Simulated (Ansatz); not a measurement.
Consider Lu in the hcp (Mg type) structure (space group P6_3/mmc, No. 194; a = 3.4432 Å, c = 5.3669 Å; relaxed with 0.1 eV smearing). Axes: x lies along a and z along c of the hexagonal cell.

The values are results of Ansatz (an electronic-structure program), PBEsol, PAW, cutoff 420 eV, spin-orbit coupling left out, not measurements.

Base values:

- Shortest interatomic distance: 3.340 Å

Now apply this change: biaxial strain +1.00 %, plane normal [001], relaxed out of plane (Cartesian); in-plane vectors clamped, the third vector and the atoms free.

What happens to the out-of-plane strain, in-plane stress and shortest interatomic distance?

The out-of-plane strain is -0.46 %; the mean in-plane stress (compression positive) amounts to -1.1 GPa; the shortest interatomic distance increases by 0.002 Å, from 3.340 Å to 3.342 Å.

Whether these cells are dynamically stable was not tested.
